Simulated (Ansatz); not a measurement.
# Pressure series in CdS

The reference is CdS in the zinc blende structure (space group F-43m, No. 216; a = 5.757 Å).

Cell and atoms are relaxed at each pressure.

Level of theory: plane-wave PAW DFT at the LDA level (Ansatz, a quantum-chemistry and plane-wave program, 420 eV), scalar-relativistic without spin-orbit coupling.

Notes on the quantities. enthalpy: H = E + PV relative to the base's energy.

| variant | enthalpy | volume per atom | band gap | electron mass |
|---|---|---|---|---|
| base | – | 23.85 Å³ | 0.95 eV | 0.10 mₑ (at Γ) |
| pressure −2 GPa | -0.30 eV/atom | 24.61 Å³ | 0.88 eV | 0.099 mₑ (at Γ) |
| pressure −1 GPa | -0.15 eV/atom | 24.21 Å³ | 0.92 eV | 0.10 mₑ (at Γ) |
| pressure 0.9 GPa | +0.13 eV/atom | 23.55 Å³ | 0.97 eV | 0.11 mₑ (at Γ) |
| pressure 2.1 GPa | +0.31 eV/atom | 23.16 Å³ | 1.01 eV | 0.11 mₑ (at Γ) |
| pressure 4.5 GPa | +0.65 eV/atom | 22.51 Å³ | 1.06 eV | 0.11 mₑ (at Γ) |
| pressure 9 GPa | +1.27 eV/atom | 21.49 Å³ | 1.15 eV | 0.12 mₑ (at Γ) |
| pressure 15 GPa | +2.05 eV/atom | 20.43 Å³ | 1.24 eV | 0.13 mₑ (at Γ) |
| pressure 22.5 GPa | +2.98 eV/atom | 19.40 Å³ | 1.32 eV | 0.14 mₑ (at Γ) |
| pressure 30 GPa | +3.87 eV/atom | 18.59 Å³ | 1.39 eV | 0.14 mₑ (at Γ) |

Load acts through the strain it causes; cell and atoms are relaxed under it. Effective masses come from finite differences of ±0.01 Å⁻¹. No phonon test of stability was made. Tetrahedral semiconductors of this kind turn to denser phases somewhere between about 1 and 50 GPa; those were not computed, so compressed cells here can lie past the real transition.
